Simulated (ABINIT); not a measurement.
Band structure of TiNi (P2_1/m, 4 atoms in the cell).

```
TiNi
1.0
    2.94801     0.00000     0.00000
    0.00000     4.19777     0.00000
   -0.65895     0.00000     4.72576
Ti Ni
2 2
Direct
  0.41130   0.75000   0.71840
  0.58870   0.25000   0.28160
  0.96130   0.25000   0.82520
  0.03870   0.75000   0.17480
```
Moments meant for the start (each program seeds them in its own way; μB, in the order of the atoms Ti Ti Ni Ni): 0.0 0.0 2.0 2.0.

Method: PBEsol, norm-conserving pseudopotentials (PseudoDojo nc-sr-04 PBEsol standard) (plane waves; ABINIT).

Settings: pseudos = [Ti.upf, Ni.upf]; ecut = 49 Ha; nsppol = 2; occopt = 3; tsmear = 0.00367493 Ha; ngkpt = 4 3 3; nshiftk = 1; shiftk = 0 0 0; potentials = PseudoDojo nc-sr-04 PBEsol standard; kptopt = 1; nstep = 50; tolvrs1 = 1e-12; ndtset = 2.

The starting cell comes from a database of published, mostly measured structures (it also holds non-ambient and calculated ones), without a prior relaxation at this level. Its lattice was rescaled by a random factor within 2.5 % of one. The starting moments vanished: the run ended non-magnetic, which need not be the lowest state.

Levels in eV from the Fermi level, bands 27 to 34 of the first spin channel:
| point | 27 | 28 | 29 | 30 | 31 | 32 | 33 | 34 |
|---|---|---|---|---|---|---|---|---|
| Γ | -1.37 | -1.21 | -0.36 | 0.24 | 0.35 | 0.42 | 1.15 | 2.02 |
| Y | -1.51 | -1.47 | -0.57 | 0.20 | 0.24 | 0.42 | 0.59 | 1.34 |
| H | -1.41 | -0.98 | -0.76 | -0.33 | -0.04 | 0.71 | 1.28 | 1.48 |
| C | -1.31 | -0.93 | -0.68 | -0.31 | -0.14 | 0.71 | 1.32 | 1.47 |
| E | -0.52 | -0.52 | 0.21 | 0.21 | 0.44 | 0.44 | 0.79 | 0.79 |
| M1 | -0.59 | -0.59 | -0.08 | -0.08 | 0.61 | 0.61 | 0.88 | 0.88 |
| A | -0.80 | -0.80 | -0.42 | -0.42 | -0.16 | -0.16 | 0.98 | 0.98 |
| X | -1.39 | -1.09 | -0.97 | -0.55 | -0.14 | 0.38 | 0.91 | 1.21 |
| H1 | -1.41 | -0.98 | -0.76 | -0.33 | -0.04 | 0.71 | 1.28 | 1.48 |

Bands cross the Fermi level along this path, so the cell is metallic at this level.

The net moment of the cell came out as 0.00 μB.
